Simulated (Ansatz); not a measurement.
The starting structures come from a database of crystals and need not be the phases stable at ambient conditions.

 Where the default PAW files enter, the runs use the earlier of Ansatz's two default sets.

Tunnelling through a barrier is set by its complex band structure: the current falls as exp(−2κd) with the smallest κ.

Data:

```
CELL_PARAMETERS angstrom
      3.45630     0.00000     0.00000
     -0.64017     5.35600     0.00000
      1.08317    -0.56952     2.44743
ATOMIC_POSITIONS crystal
  Na 0.50000 0.50000 0.00000
  Cu 0.00000 0.00000 0.00000
  O  0.08996 0.22804 0.56904
  O  0.91004 0.77196 0.43096
```

Space group of this cell: C2/m. The cell is taken as given.

Transport runs along the normal of the first two printed cell vectors.

The gap is the functional's own, uncorrected, and κ follows it; spin-orbit coupling is left out. Mid-gap values are interpolated between the computed energies.

Estimate the band gap and the smallest decay constant κ at mid-gap that PBEsol (Ansatz, a quantum-chemistry and plane-wave program) returns for this system.

Gap 0.46 eV on a 12×12×12 mesh; κ = 0.162 1/Å, at (0.200, 0.333) of the in-plane reciprocal vectors. At the zone centre, at the nearest computed energy, the slowest state has κ = 0.40 1/Å.
